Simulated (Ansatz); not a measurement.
An Ansatz (a quantum-chemistry and plane-wave program) run: VBiO4 with a change (pressure 9 GPa); Ansatz r2SCAN, scalar-relativistic without spin-orbit coupling.

Input:

Ansatz 0.2 input:
```yaml
crystal:
  lattice:
    - [-2.5392584986, 2.5392584986, 5.7340417629]
    - [2.5392584986, -2.5392584986, 5.7340417629]
    - [2.5392584986, 2.5392584986, -5.7340417629]
  atoms:
    - { symbol: Bi, position: [0.75, 0.25, 0.5] }
    - { symbol: Bi, position: [0, 0, 0] }
    - { symbol: V, position: [0.25, 0.75, 0.5] }
    - { symbol: V, position: [0.5, 0.5, 0] }
    - { symbol: O, position: [0.0808137611, 0.9709312174, 0.3921294025] }
    - { symbol: O, position: [0.5788018148, 0.6886843585, 0.6078705975] }
    - { symbol: O, position: [0.7209312174, 0.8288018148, 0.3901174563] }
    - { symbol: O, position: [0.4386843585, 0.3308137611, 0.6098825437] }
    - { symbol: O, position: [0.6691862389, 0.2790687826, 0.1078705975] }
    - { symbol: O, position: [0.1711981852, 0.5613156415, 0.8921294025] }
    - { symbol: O, position: [0.0290687826, 0.4211981852, 0.1098825437] }
    - { symbol: O, position: [0.3113156415, 0.9191862389, 0.8901174563] }
basis: { ecutwfc: 500, ecutrho_ratio: 4, xc_grid: 4, fft_grid_basis: typed }
kpoints: { mp_grid: { grid: [7, 7, 7] } }
hamiltonian:
  xc: r2scan
  dispersion: none
  pseudopotentials: { kind: paw }
scf: { occupations: { method: fermi_dirac, width: 0.05 } }
relax: { f_tol: 0.01, max_steps: 60, cell: { stress_tol: 0.02, p_target: 9.0 } }
output: { forces: true, stress: true }
checkpoint: { write: state.ck, write_every: 1000 }
```

Output (explanatory and most iteration lines left out):

```
Relaxation: its limit of steps is 60 (relax.max_steps)
Pseudopotential: Bi, paw, valence charge 15
Pseudopotential: V, paw, valence charge 13
Pseudopotential: O, paw, valence charge 6
Crystal: 12 atoms, lattice volume = 147.889 Å³
Basis set: ecut = 500 eV, 3749 PW (Γ), exchange–correlation on 200×200×200 points (64 copies of the dense FFT grid, shifted against one another)
Bands: 64, of which v1, the nominal top of the filled ones, is band 52 counted from 1 (51 counted from 0)
Symmetry: 8 space group operations
Space group: I41/a (ITA 88), of the structure as read, at distance tolerance 5.3e-5 Å
k-points: 52 of 343
Functional: x = r2scan, c = r2scan; τ floored in thin density (d = 2e-4 eV/Å³)
SCF iter   1: F=—  HF=-35209.398767 eV  |F-HF|=—  |Δ(HF+E_count)|=         —  Δρ=2.69e-2  dr2=1.31e0  dr2_τ=7.01e-1  ethr=1.77e-3  ⟨swp⟩=6.0  Hψ=12067  notcnv=0  defer=29
SCF iter   2: F=—  HF=-35209.589512 eV  |F-HF|=—  |Δ(HF+E_count)|=   1.91e-1  Δρ=2.81e-2  dr2=1.27e0  dr2_τ=1.18e-1  ethr=1.26e-3  ⟨swp⟩=3.0  Hψ=6827  notcnv=0  defer=362
SCF 1 converged in 8 iterations: F = -35209.439588 eV  dr2 = 6.28e-8
relax step   1: F+E_penalty+E_count = -35209.43958759 eV  Δ(F+E_penalty+E_count) = +0.000e0 eV  max|allowed force component| = 1.859e-3 eV/Å  Δτ_max = 0.0000 Å  P = +4.512 GPa  Ω = 147.889 Å³  (8 SCF iters, dr2 threshold 1.00e-7 eV, accepted)
[... steps on the carried basis left out ...]
relax step   8: F+E_penalty+E_count = -35209.27651957 eV  Δ(F+E_penalty+E_count) = +2.894e-3 eV  max|allowed force component| = 4.521e-4 eV/Å  Δτ_max = 0.0000 Å  P = +9.014 GPa  Ω = 143.993 Å³  stress off target by 1.53e-2 GPa  SCF on the basis re-selected at this cell (its energy is not comparable with the rows above)  (7 SCF iters)
SCF converged after 7 iterations
Free energy (F): -35209.276520 eV
Internal energy: -35209.276520 eV  (E = F + TS)
E sigma→0 (E₀):  -35209.276520 eV
Fermi energy:    10.787021 eV
--- Forces (eV/Å), atoms counted from 1 ---
  atom   1  Bi     0.00000000     0.00000000     0.00000000
  atom   2  Bi     0.00000000     0.00000000     0.00000000
  atom   3  V      0.00000000     0.00000000     0.00000000
  atom   4  V      0.00000000     0.00000000     0.00000000
  atom   5  O      0.00012191    -0.00040224     0.00045214
  atom   6  O     -0.00012191     0.00040224     0.00045214
  atom   7  O      0.00040224     0.00012191     0.00045214
  atom   8  O     -0.00040224    -0.00012191     0.00045214
  atom   9  O     -0.00012191     0.00040224    -0.00045214
  atom  10  O      0.00012191    -0.00040224    -0.00045214
  atom  11  O     -0.00040224    -0.00012191    -0.00045214
  atom  12  O      0.00040224     0.00012191    -0.00045214
--- Stress (GPa, compression-positive) ---
        9.013216      -0.000010       0.000000
        0.000010       9.013216       0.000000
        0.000000       0.000000       9.015347
  P = ⅓ Tr σ = 9.0139 GPa (90.139 kbar)
--- Relaxed structure (7 steps of the walk, 5 accepted, 1 SCFs on fresh bases) ---
  cell:  # Å, volume = 143.9932 Å³
    - [-2.520307693859032, 2.520307693859032, 5.6672822703809365]
    - [2.520307693859032, -2.520307693859032, 5.6672822703809365]
    - [2.520307693859032, 2.520307693859032, -5.6672822703809365]
  atoms:
    - { symbol: Bi, position: [0.75, 0.25000000000000006, 0.5] }
    - { symbol: Bi, position: [8.831075071648009e-22, 1.7726406237248406e-21, -8.895331165601264e-22] }
    - { symbol: V, position: [0.25000000000000006, 0.75, 0.5] }
    - { symbol: V, position: [0.5, 0.5, -8.895331165601841e-22] }
    - { symbol: O, position: [0.08198528835710248, 0.974052423530478, 0.39446658154895764] }
    - { symbol: O, position: [0.5795858419815204, 0.6875187068081448, 0.6055334184510424] }
    - { symbol: O, position: [0.7240524235304779, 0.8295858419815204, 0.39206713517337566] }
    - { symbol: O, position: [0.43751870680814475, 0.3319852883571024, 0.6079328648266243] }
    - { symbol: O, position: [0.6680147116428976, 0.27594757646952195, 0.10553341845104233] }
    - { symbol: O, position: [0.17041415801847953, 0.5624812931918552, 0.8944665815489575] }
    - { symbol: O, position: [0.025947576469521977, 0.4204141580184797, 0.1079328648266244] }
    - { symbol: O, position: [0.31248129319185525, 0.9180147116428975, 0.8920671351733758] }
```

With Bi present, leaving out spin-orbit coupling can change the band edges. Load acts through the strain it causes; cell and atoms are relaxed under it. No phonon test of stability was made. No other phases were tried under pressure. All final runs are without spin polarisation. The cell was made from VBiO4 (space group I4_1/a, No. 88) by this change: pressure 9 GPa.
